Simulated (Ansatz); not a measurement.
# Amorphous Ge12Sb12Te28C4

Preparation: random packing, a CHGNet melt and quench, and a DFT relaxation. The hot cell started wider than the set density and was brought back towards it in steps. It is the lowest in DFT energy of 4 quenches. It is a model cell: composition and starting density were chosen by hand, and all elements were melted together. No dispersion term was used.

Methods: PBE, scalar-relativistic without spin-orbit coupling, PAW (Ansatz default set, large-core Te) (Ansatz, a quantum-chemistry and plane-wave program); HSE06, scalar-relativistic without spin-orbit coupling, PAW (Ansatz default set, large-core Te) (Ansatz). Geometry, pressure, stress and energy are those of the PBE run. Its sampling: a 2×2×2 Γ-centred mesh; Fermi-Dirac width 0.05 eV; no spin polarisation. Other functionals are single points at the zone centre (r2SCAN at 500 eV; exact exchange cut at the cell's faces), free to take moments where seeds were set. So small a spacing is near the smearing width and the bands' dispersion over the mesh, so it is a value of this cell and mesh.

The number of atoms in the cell comes out as 56 and the density (held, not predicted) is 5.62 g/cm³. The volume per atom comes out as 31.40 Å³ and the pressure on a 2×2×2 Γ-centred mesh comes out as 0.62 GPa. The largest force and stress component on that mesh (the relaxation ran on one k-point at (1/4, 1/4, 1/4)) comes out as 0.22 eV/Å and 0.6 GPa and the gap on a 2×2×2 Γ-centred mesh (PBE) is 0.30 eV. The gap at the zone centre (PBE) is 0.33 eV. The gap at the zone centre (HSE06) comes out as 0.68 eV.

Bonds are counted up to Ge-Ge 2.76 Å, Ge-Sb 3.11 Å, Ge-Te 3.10 Å, Ge-C 2.34 Å, Sb-Sb 3.34 Å, Sb-Te 3.42 Å, Sb-C 2.58 Å, Te-Te 3.31 Å, Te-C 2.57 Å, C-C 1.82 Å.

| Item | Value |
|---|---|
| Mean coordination of Ge | 3.50 (1 with 2, 5 with 3, 5 with 4, 1 with 5) |
| Mean coordination of Sb | 4.42 (2 with 3, 5 with 4, 3 with 5, 2 with 6) |
| Mean coordination of Te | 3.04 (5 with 2, 17 with 3, 6 with 4) |
| Mean coordination of C | 3.50 (2 with 3, 2 with 4) |
| Mean Sb-Te bond | 3.054 Å (spread 0.174 Å, 48 counted) |
| Mean Ge-Te bond | 2.813 Å (spread 0.106 Å, 31 counted) |

Its density started from a set value of 5.62 g/cm³. The quench (nominally 50 K/ps over its main leg) was far faster than any real one, so the model tends to hold more defects than a real film. A cell of this size samples the disorder only roughly. The volume was held where the preparation left it and the shape relaxed, at a PBE pressure of 0.6 GPa. Stress components on the final sampling reach 0.6 GPa. On a 2×2×2 Γ-centred mesh force components of up to 0.22 eV/Å stay, since the relaxation ran on one k-point at (1/4, 1/4, 1/4).
